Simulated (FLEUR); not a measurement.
Worked example: self-consistent single point of Ga (Cmce, 4 atoms in the cell) in FLEUR.

Method: FLEUR with PBE, all-electron FLAPW (FLEUR), scalar-relativistic valence.

The change in words: lattice scaled by 0.98. Reference geometry:
```
CELL_PARAMETERS angstrom
      2.19253    -3.75872     0.00000
      2.19253     3.75872     0.00000
      0.00000     0.00000     4.50721
ATOMIC_POSITIONS crystal
  Ga 0.65570 0.34430 0.41540
  Ga 0.34430 0.65570 0.58460
  Ga 0.84430 0.15570 0.91540
  Ga 0.15570 0.84430 0.08460
```

Reference input (self-consistent single point, DFT, PBE, all-electron FLAPW (FLEUR), scalar-relativistic valence): Kmax = 3.6 1/bohr; GmaxXC = 14.4 1/bohr; xcFunctional = pbe; jspins = 1; l_soc = F; mode = gauss; fermiSmearingEnergy = 0.00999582 Htr; mesh (inpgen div1-3) = 7 7 6; inpgen gamma flag = true; Gmax = 14.4 1/bohr; numbands = 0; maxIterBroyd = 15. This run's input differs from it in these lines:

```diff
@@ -3,5 +3,5 @@
 &input film=f /
-4.1432906687 -7.1029532689 0.0000000000
-4.1432906687 7.1029532689 0.0000000000
-0.0000000000 0.0000000000 8.5173962656
+4.0604242884 -6.9608949972 0.0000000000
+4.0604242884 6.9608949972 0.0000000000
+0.0000000000 0.0000000000 8.3470487938
 1.0
@@ -45,5 +45,5 @@
          <bravaisMatrix>
-            <row-1>    4.1432906686999997    -7.1029532689000003     0.0000000000000000</row-1>
-            <row-2>    4.1432906686999997     7.1029532689000003     0.0000000000000000</row-2>
-            <row-3>    0.0000000000000000     0.0000000000000000     8.5173962656000004</row-3>
+            <row-1>    4.0604242884000001    -6.9608949971999996     0.0000000000000000</row-1>
+            <row-2>    4.0604242884000001     6.9608949971999996     0.0000000000000000</row-2>
+            <row-3>    0.0000000000000000     0.0000000000000000     8.3470487938000009</row-3>
          </bravaisMatrix>
```

Log, with long lists cut:

```
 Iteration:     1   Distance:       5.57292172 me/bohr^3
 Iteration:     2   Distance:       5.11600455 me/bohr^3
 Iteration:     3   Distance:       3.31688397 me/bohr^3
 Iteration:     4   Distance:       0.56022593 me/bohr^3
 Iteration:     5   Distance:       0.97205289 me/bohr^3
   [... 8 lines left out ...]
 Iteration:    14   Distance:       0.00003886 me/bohr^3
 Iteration:    15   Distance:       0.00001405 me/bohr^3
 Iteration:    16   Distance:       0.00001177 me/bohr^3
 Iteration:    17   Distance:       0.00000357 me/bohr^3
 Reset of history
 Run finished successfully
 Stop message:
   Structural relaxation: new displacements generated

[file out, last iteration]
             iter=     18
[...]
          total density-effective poten   -1.2386789295E+04
          total charge density-energy d   -3.0291336934E+02
 Updated energy parameters for spin:           1
[...]
 fermi energy and band-weighting factors:

[...]
FERMIE:
          first approx. to ef    (T=0)  :   0.280323 htr   (energy of the highest occ. eigenvalue)
          number of occ. states  (T=0)  :       1665
          first approx. to seigv (T=0)  :  -9.557745 htr
          sum of weights of occ. states :  26.006803
          sum of semicore charge        :   0.000000 e
          fermi energy=   0.28333 har   work function=  -7.70981 ev
          number of valence electrons=  51.99999
   [... lines left out ...]
          total moment                 =     0.00000
 Direct bandgap for spin            1 :    5.3527240694419276E-003  Htr
   [... lines left out ...]
 ---->    (input%tkb*entropy) TS=              0.0000000000 htr
 ---->    free energy=                     -7776.4579181578 htr
      extrapolation for T->0
 ---->    total electron energy=           -7776.4579181578 htr
 ***** TOTAL FORCES ON ATOMS *****
 TOTAL FORCE FOR ATOM TYPE=  1  X=  0.000   Y=  4.793   Z=  3.467
                       FX_TOT= 0.000000 FY_TOT= 0.000907 FZ_TOT= 0.000076
```

The run converged in 17 iterations. FLEUR gives forces in its relaxation mode, with a further iteration, so its stop message speaks of a relaxation. Against the reference run the total energy goes up by 50.2 meV/atom and the largest force goes from 0.033 to 0.047 eV/Å.

The starting cell comes from a database of computed structures (which also holds hypothetical and non-ambient phases and stackings), without a prior relaxation at this level. Its lattice was rescaled by a random factor within 2.5 % of one. For this run, on top of that: lattice scaled by 0.98. Values depend on the basis (sphere radii, cutoffs, local orbitals), which need not be converged. The log's line on a gap gives a spacing of levels on this mesh, which the program prints for metals too.

Cost on one core of a shared machine: roughly 2 min.
